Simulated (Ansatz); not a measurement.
Input for Bi2(Te,Se)3 alloy cell Bi18Se25Te2 (tetradymite start):

Ansatz 0.2 input:
```yaml
crystal:
  lattice:
    - [12.5955556, 0.0, 0.0]
    - [-6.2977778, 10.9080711, 0.0]
    - [0.0, -2.4240158, 9.6753086]
  atoms:
    - { symbol: Bi, position: [0.1333333, 0.2666667, 0.2] }
    - { symbol: Bi, position: [0.1333333, 0.6, 0.2] }
    - { symbol: Bi, position: [0.1333333, 0.9333333, 0.2] }
    - { symbol: Bi, position: [0.4666667, 0.2666667, 0.2] }
    - { symbol: Bi, position: [0.4666667, 0.6, 0.2] }
    - { symbol: Bi, position: [0.4666667, 0.9333333, 0.2] }
    - { symbol: Bi, position: [0.8, 0.2666667, 0.2] }
    - { symbol: Bi, position: [0.8, 0.6, 0.2] }
    - { symbol: Bi, position: [0.8, 0.9333333, 0.2] }
    - { symbol: Bi, position: [0.2, 0.4, 0.8] }
    - { symbol: Bi, position: [0.2, 0.7333333, 0.8] }
    - { symbol: Bi, position: [0.2, 0.0666667, 0.8] }
    - { symbol: Bi, position: [0.5333333, 0.4, 0.8] }
    - { symbol: Bi, position: [0.5333333, 0.7333333, 0.8] }
    - { symbol: Bi, position: [0.5333333, 0.0666667, 0.8] }
    - { symbol: Bi, position: [0.8666667, 0.4, 0.8] }
    - { symbol: Bi, position: [0.8666667, 0.7333333, 0.8] }
    - { symbol: Bi, position: [0.8666667, 0.0666667, 0.8] }
    - { symbol: Se, position: [1.0, 1.0, 1.0] }
    - { symbol: Se, position: [1.0, 0.3333333, 0.0] }
    - { symbol: Se, position: [1.0, 0.6666667, 0.0] }
    - { symbol: Se, position: [0.3333333, 0.0, 0.0] }
    - { symbol: Se, position: [0.3333333, 0.3333333, 0.0] }
    - { symbol: Se, position: [0.3333333, 0.6666667, 0.0] }
    - { symbol: Se, position: [0.6666667, 0.0, 0.0] }
    - { symbol: Se, position: [0.6666667, 0.3333333, 0.0] }
    - { symbol: Se, position: [0.6666667, 0.6666667, 0.0] }
    - { symbol: Se, position: [0.0703333, 0.1406667, 0.633] }
    - { symbol: Se, position: [0.0703333, 0.474, 0.633] }
    - { symbol: Te, position: [0.0703333, 0.8073333, 0.633] }
    - { symbol: Se, position: [0.4036667, 0.1406667, 0.633] }
    - { symbol: Se, position: [0.4036667, 0.474, 0.633] }
    - { symbol: Se, position: [0.4036667, 0.8073333, 0.633] }
    - { symbol: Se, position: [0.737, 0.1406667, 0.633] }
    - { symbol: Se, position: [0.737, 0.474, 0.633] }
    - { symbol: Se, position: [0.737, 0.8073333, 0.633] }
    - { symbol: Se, position: [0.263, 0.526, 0.367] }
    - { symbol: Se, position: [0.263, 0.8593333, 0.367] }
    - { symbol: Se, position: [0.263, 0.1926667, 0.367] }
    - { symbol: Se, position: [0.5963333, 0.526, 0.367] }
    - { symbol: Se, position: [0.5963333, 0.8593333, 0.367] }
    - { symbol: Se, position: [0.5963333, 0.1926667, 0.367] }
    - { symbol: Te, position: [0.9296667, 0.526, 0.367] }
    - { symbol: Se, position: [0.9296667, 0.8593333, 0.367] }
    - { symbol: Se, position: [0.9296667, 0.1926667, 0.367] }
basis:
  ecutwfc: 420
  ecutrho_ratio: 4
  xc_grid: 2
kpoints:
  mp_grid: { grid: [2, 2, 3] }
hamiltonian:
  xc: pbe
  dispersion: d3bj
  pseudopotentials: { kind: paw }
scf:
  n_extra_bands: 42
  occupations: { method: fermi_dirac, width: 0.01 }
output:
  forces: true
  stress: true
  eigenstates:
    kpoints:
      - [0.0, 0.0, 0.0]
      - [-0.5, 0.0, 0.0]
      - [-0.5, -0.5, 0.0]
      - [0.0, -0.5, -0.5]
    e_range: [-4.0, 6.0]
    localisation: true
relax:
  f_tol: 0.03
  max_steps: 90
  cell: { stress_tol: 0.15 }
```

Level of theory: PBE+D3(BJ) (plane waves to 420 eV, PAW; Ansatz, a first-principles code). No spin–orbit coupling. Its k-point mesh 2×2×3, Fermi–Dirac width 0.01 eV.

Q: Write the closing report of this run, without the band table and long remarks, to eight decimals at most.

A: 
```
SCF converged after 6 iterations
Free energy (F): -373859.387123 eV
Harris-Foulkes:  -373859.387123 eV  (|F-HF|=3.49e-10)
Internal energy: -373859.387070 eV  (E = F + TS)
E sigma→0 (E₀):  -373859.387096 eV
Entropy (-TS):   -0.000053 eV (-0.001 meV/atom)
Fermi energy:    9.296857 eV
--- Per-component energies (eV) ---
  E_band       = -11774.777033
  E_kinetic    = 8743.936647
  E_local      = -90726.939363  (includes V_loc(G=0)·N_el)
  E_nonlocal   = -5399.740498
  E_hartree    = 40656.505952
  E_xc         = -5592.446690
  E_vxc        = -5275.043590  (∫ρ·V_xc dr)
  E_paw        = -249034.432230  (= ΣΔE_a)
  E_vpaw       = -429.977260  (= ΣTr[D̂ρ^β])
  E_aug_tail   = -0.022872  (compensation charges beyond the density's cutoff)
  E_ewald      = -72487.979293
  E_disp       = -18.268724  (pairwise vdW)
  E_smearing   = -0.000053  (= −TS)
  E_closure    = 0.000000  (closes the sum)
  Σ components = -373859.387123   (vs F -373859.387123, Δ=0.00e0)
--- Forces (eV/Å), atoms counted from 1 ---
  atom   1  Bi     0.00813012     0.00045796    -0.00026887
  atom   2  Bi     0.00475092    -0.00247001     0.00351309
  atom   3  Bi     0.00000000     0.00727891    -0.02064588
  atom   4  Bi    -0.00813012     0.00045796    -0.00026887
  atom   5  Bi     0.00000000    -0.00727639    -0.00475055
  atom   6  Bi     0.00072514    -0.00437183     0.00132177
  atom   7  Bi     0.00000000    -0.00671006    -0.00459574
  atom   8  Bi    -0.00475092    -0.00247001     0.00351309
  atom   9  Bi    -0.00072514    -0.00437183     0.00132177
  atom  10  Bi     0.00072514     0.00437183    -0.00132177
  atom  11  Bi     0.00475092     0.00247001    -0.00351309
  atom  12  Bi     0.00000000     0.00671006     0.00459574
  atom  13  Bi    -0.00072514     0.00437183    -0.00132177
  atom  14  Bi     0.00000000     0.00727639     0.00475055
  atom  15  Bi     0.00813012    -0.00045796     0.00026887
  atom  16  Bi     0.00000000    -0.00727891     0.02064588
  atom  17  Bi    -0.00475092     0.00247001    -0.00351309
  atom  18  Bi    -0.00813012    -0.00045796     0.00026887
  atom  19  Se     0.00894574    -0.00133521     0.00263291
  atom  20  Se    -0.00894574     0.00133521    -0.00263291
  atom  21  Se     0.00000000     0.00000000     0.00000000
  atom  22  Se    -0.00894574    -0.00133521     0.00263291
  atom  23  Se     0.00000000    -0.00179386     0.02405542
  atom  24  Se     0.00632403     0.00000000     0.00000000
  atom  25  Se     0.00000000     0.00179386    -0.02405542
  atom  26  Se     0.00894574     0.00133521    -0.00263291
  atom  27  Se    -0.00632403     0.00000000     0.00000000
  atom  28  Se     0.00062481     0.00263177     0.00022124
  atom  29  Se     0.00920958    -0.00065877     0.00234098
  atom  30  Te     0.00000000     0.00706681    -0.00807082
  atom  31  Se    -0.00062481     0.00263177     0.00022124
  atom  32  Se     0.00000000    -0.00412769     0.00010594
  atom  33  Se    -0.00122227     0.00043091     0.00086703
  atom  34  Se     0.00000000    -0.00048800     0.00769686
  atom  35  Se    -0.00920958    -0.00065877     0.00234098
  atom  36  Se     0.00122227     0.00043091     0.00086703
  atom  37  Se    -0.00122227    -0.00043091    -0.00086703
  atom  38  Se     0.00920958     0.00065877    -0.00234098
  atom  39  Se     0.00000000     0.00048800    -0.00769686
  atom  40  Se     0.00122227    -0.00043091    -0.00086703
  atom  41  Se     0.00000000     0.00412769    -0.00010594
  atom  42  Se     0.00062481    -0.00263177    -0.00022124
  atom  43  Te     0.00000000    -0.00706681     0.00807082
  atom  44  Se    -0.00920958     0.00065877    -0.00234098
  atom  45  Se    -0.00062481    -0.00263177    -0.00022124
  max |Σ_I F_I| component: 3.90e-18 eV/Å
--- Stress (GPa, compression-positive) ---
       -0.006276       0.000000       0.000000
        0.000000      -0.010133       0.001463
        0.000000       0.001463      -0.012830
  P = ⅓ Tr σ = -0.0097 GPa (-0.097 kbar)
--- Relaxed structure (4 steps of the walk, 4 accepted, 1 SCFs on fresh bases) ---
  F+E_penalty+E_count = -373859.38712272 eV   max|allowed force component| = 2.406e-2 eV/Å   (the final SCF, on the basis selected at the relaxed cell)
  cell:  # Å, volume = 1289.4230 Å³
    - [12.47953393, 0.0, 0.0]
    - [-6.23976697, 10.80550220, 0.01691447]
    - [0.0, -2.38621981, 9.55833870]
  atoms:
    - { symbol: Bi, position: [0.13337426, 0.26696318, 0.20279075] }
    - { symbol: Bi, position: [0.13726556, 0.60066069, 0.19795721] }
    - { symbol: Bi, position: [0.13344677, 0.93356021, 0.19894950] }
    - { symbol: Bi, position: [0.46692226, 0.26696318, 0.20279075] }
    - { symbol: Bi, position: [0.46741366, 0.60149398, 0.20469407] }
    - { symbol: Bi, position: [0.46777485, 0.93318894, 0.19917988] }
    - { symbol: Bi, position: [0.79595733, 0.25858133, 0.19607860] }
    - { symbol: Bi, position: [0.79672847, 0.60066069, 0.19795721] }
    - { symbol: Bi, position: [0.79874742, 0.93318894, 0.19917988] }
    - { symbol: Bi, position: [0.20125258, 0.40014439, 0.80082012] }
    - { symbol: Bi, position: [0.20327153, 0.73267264, 0.80204279] }
    - { symbol: Bi, position: [0.20404267, 0.07475200, 0.80392140] }
    - { symbol: Bi, position: [0.53222515, 0.40014439, 0.80082012] }
    - { symbol: Bi, position: [0.53258634, 0.73183936, 0.79530593] }
    - { symbol: Bi, position: [0.53307774, 0.06637015, 0.79720925] }
    - { symbol: Bi, position: [0.86655323, 0.39977313, 0.80105050] }
    - { symbol: Bi, position: [0.86273444, 0.73267264, 0.80204279] }
    - { symbol: Bi, position: [0.86662574, 0.06637015, 0.79720925] }
    - { symbol: Se, position: [1.00002875, 1.00075571, 0.99977154] }
    - { symbol: Se, position: [0.99997125, 0.33257762, 0.00022846] }
    - { symbol: Se, position: [1.0, 0.66666667, 0.0] }
    - { symbol: Se, position: [0.33406029, 0.00075571, -0.00022846] }
    - { symbol: Se, position: [0.33569818, 0.33806304, 0.00564511] }
    - { symbol: Se, position: [0.33755665, 0.66666667, 0.0] }
    - { symbol: Se, position: [0.66430182, -0.00472970, -0.00564511] }
    - { symbol: Se, position: [0.66593971, 0.33257762, 0.00022846] }
    - { symbol: Se, position: [0.66244335, 0.66666667, 0.0] }
    - { symbol: Se, position: [0.07224442, 0.14347885, 0.63536829] }
    - { symbol: Se, position: [0.07216233, 0.47418191, 0.63755326] }
    - { symbol: Te, position: [0.07122992, 0.80912650, 0.61750708] }
    - { symbol: Se, position: [0.40456776, 0.14347885, 0.63536829] }
    - { symbol: Se, position: [0.40273678, 0.47214023, 0.63331546] }
    - { symbol: Se, position: [0.40333118, 0.80789788, 0.63306397] }
    - { symbol: Se, position: [0.73794791, 0.14256249, 0.63396019] }
    - { symbol: Se, position: [0.73535291, 0.47418191, 0.63755326] }
    - { symbol: Se, position: [0.73790004, 0.80789788, 0.63306397] }
    - { symbol: Se, position: [0.26209996, 0.52543545, 0.36693603] }
    - { symbol: Se, position: [0.26464709, 0.85915143, 0.36244674] }
    - { symbol: Se, position: [0.26205209, 0.19077085, 0.36603981] }
    - { symbol: Se, position: [0.59666882, 0.52543545, 0.36693603] }
    - { symbol: Se, position: [0.59726322, 0.86119310, 0.36668454] }
    - { symbol: Se, position: [0.59543224, 0.18985449, 0.36463171] }
    - { symbol: Te, position: [0.92877008, 0.52420683, 0.38249292] }
    - { symbol: Se, position: [0.92783767, 0.85915143, 0.36244674] }
    - { symbol: Se, position: [0.92775558, 0.18985449, 0.36463171] }
```

Cost: very roughly 16 core-minutes.
